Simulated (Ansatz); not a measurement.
The reference is BaTiO3 (space group P4mm, No. 99; a = 3.9722 Å, c = 4.1130 Å).

One thing is altered: a hydrostatic pressure of 4.2 GPa.

Levels (all Ansatz, an electronic-structure program, PAW): r2SCAN (500 eV, without spin-orbit coupling); HSE06 (420 eV, scalar-relativistic without spin-orbit coupling).

The geometry is relaxed with r2SCAN.

- r2SCAN lowest conduction level above the VBM at special points: Γ 2.26 eV; Z 2.38 eV; X 2.66 eV

With HSE06 at the same geometry, the lowest conduction level above the VBM at special points goes from Γ 2.26 eV; Z 2.38 eV; X 2.66 eV to Γ 3.34 eV; Z 3.48 eV; X 3.77 eV.

Single points use the geometry relaxed with r2SCAN. Their cutoffs differ, which shifts pressures a little. HSE06 gaps are upper bounds (no full band path). The levels and masses belong to the bands next to the band gap. Load acts through the strain it causes; cell and atoms are relaxed under it. No phonon test of stability was made. The final runs are not spin-polarised.
